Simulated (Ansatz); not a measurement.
Convergence series on Si3N4 (Fd-3m, 14 atoms in the cell)

```cif
data_N32Si24
_chemical_formula_sum 'Si24 N32'
_space_group_name_H-M_alt 'Fd-3m :1'
_space_group_IT_number 227
_space_group_name_Hall 'F 4d 2 3 -1d'
_cell_length_a 7.88921
_cell_length_b 7.88921
_cell_length_c 7.88921
_cell_angle_alpha 90.000
_cell_angle_beta 90.000
_cell_angle_gamma 90.000
loop_
_atom_site_label
_atom_site_type_symbol
_atom_site_symmetry_multiplicity
_atom_site_Wyckoff_symbol
_atom_site_fract_x
_atom_site_fract_y
_atom_site_fract_z
_atom_site_occupancy
Si1 Si 16 d 0.62500 0.62500 0.62500 1
Si2 Si 8 a 0.00000 0.00000 0.00000 1
N1 N 32 e 0.38740 0.38740 0.38740 1
```
(The calculation used a cell of 14 atoms; values per cell refer to that cell.)

Computed with LDA (PW92), default PAW files made with PBE (plane waves; Ansatz, an electronic-structure program).

The starting cell was generated: these elements placed on a structure prototype, without a prior relaxation; it need not be a known phase or ordering of this composition. In the base run, with a pressure of about -17 GPa the cell is away from its equilibrium volume at this level. In the base run, forces exceed 1 eV/Å. Ansatz's pressure includes its estimate of the finite-basis (Pulay) stress.

Held fixed: kpoints.mp_grid.grid = 6 6 6; hamiltonian.xc = lda; hamiltonian.pseudopotentials = {kind: paw} (the program's default PAW files); scf.occupations.method = methfessel_paxton; scf.occupations.width = 0.1 eV.

ΔF is the free energy per atom less that of the last row (840 eV).

The first pressure column holds Ansatz's estimate of the finite-basis (Pulay) stress, which hides part of the cutoff error; the other is without it.

The series runs over basis.ecutwfc = 170 eV; 210 eV; 250 eV; 295 eV; 335 eV; 380 eV; 420 eV; 485 eV; 545 eV; 630 eV; 735 eV; 840 eV.

**Question.** From which setting on does the energy stay within 1 meV/atom of the last one?

**Answer.** From basis.ecutwfc = 485 eV on; the one before it is off by 4.2 meV/atom.

**Question.** From which setting on does the largest force stay within 0.005 eV/Å of the last one?

**Answer.** From basis.ecutwfc = 380 eV on; the one before it is off by 0.039 eV/Å. The value it settles on is 2.340 eV/Å at this level of theory and with the other settings as held.

```json
[
 {"basis.ecutwfc": "170 eV", "ΔF (meV/atom)": "4013.4", "pressure (GPa)": "9.88", "largest force (eV/Å)": "1.466", "gap on the mesh (eV)": "2.263", "pressure at a fixed set of plane waves (GPa)": "-160.08", "plane waves": "609", "iterations": "7"},
 {"basis.ecutwfc": "210 eV", "ΔF (meV/atom)": "1635.2", "pressure (GPa)": "-3.76", "largest force (eV/Å)": "2.565", "gap on the mesh (eV)": "3.043", "pressure at a fixed set of plane waves (GPa)": "-102.71", "plane waves": "869", "iterations": "6"},
 {"basis.ecutwfc": "250 eV", "ΔF (meV/atom)": "623.1", "pressure (GPa)": "-14.46", "largest force (eV/Å)": "2.550", "gap on the mesh (eV)": "3.149", "pressure at a fixed set of plane waves (GPa)": "-61.61", "plane waves": "1067", "iterations": "6"},
 {"basis.ecutwfc": "295 eV", "ΔF (meV/atom)": "205.7", "pressure (GPa)": "-18.12", "largest force (eV/Å)": "2.239", "gap on the mesh (eV)": "3.150", "pressure at a fixed set of plane waves (GPa)": "-36.57", "plane waves": "1411", "iterations": "6"},
 {"basis.ecutwfc": "335 eV", "ΔF (meV/atom)": "70.8", "pressure (GPa)": "-17.30", "largest force (eV/Å)": "2.301", "gap on the mesh (eV)": "3.170", "pressure at a fixed set of plane waves (GPa)": "-25.47", "plane waves": "1687", "iterations": "6"},
 {"basis.ecutwfc": "380 eV", "ΔF (meV/atom)": "17.9", "pressure (GPa)": "-17.02", "largest force (eV/Å)": "2.339", "gap on the mesh (eV)": "3.174", "pressure at a fixed set of plane waves (GPa)": "-19.76", "plane waves": "2085", "iterations": "6"},
 {"basis.ecutwfc": "420 eV", "ΔF (meV/atom)": "4.2", "pressure (GPa)": "-16.92", "largest force (eV/Å)": "2.341", "gap on the mesh (eV)": "3.175", "pressure at a fixed set of plane waves (GPa)": "-17.76", "plane waves": "2421", "iterations": "6"},
 {"basis.ecutwfc": "485 eV", "ΔF (meV/atom)": "0.43", "pressure (GPa)": "-16.90", "largest force (eV/Å)": "2.340", "gap on the mesh (eV)": "3.175", "pressure at a fixed set of plane waves (GPa)": "-16.96", "plane waves": "2975", "iterations": "6"},
 {"basis.ecutwfc": "545 eV", "ΔF (meV/atom)": "0.26", "pressure (GPa)": "-16.90", "largest force (eV/Å)": "2.340", "gap on the mesh (eV)": "3.175", "pressure at a fixed set of plane waves (GPa)": "-16.91", "plane waves": "3527", "iterations": "6"},
 {"basis.ecutwfc": "630 eV", "ΔF (meV/atom)": "0.11", "pressure (GPa)": "-16.91", "largest force (eV/Å)": "2.340", "gap on the mesh (eV)": "3.175", "pressure at a fixed set of plane waves (GPa)": "-16.92", "plane waves": "4477", "iterations": "6"},
 {"basis.ecutwfc": "735 eV", "ΔF (meV/atom)": "0.05", "pressure (GPa)": "-16.91", "largest force (eV/Å)": "2.340", "gap on the mesh (eV)": "3.175", "pressure at a fixed set of plane waves (GPa)": "-16.91", "plane waves": "5601", "iterations": "6"},
 {"basis.ecutwfc": "840 eV", "ΔF (meV/atom)": "0.00", "pressure (GPa)": "-16.91", "largest force (eV/Å)": "2.340", "gap on the mesh (eV)": "3.175", "pressure at a fixed set of plane waves (GPa)": "-16.91", "plane waves": "6855", "iterations": "6"}
]
```

Gaps are taken between levels on the mesh.

Keys are those of Ansatz 0.2.
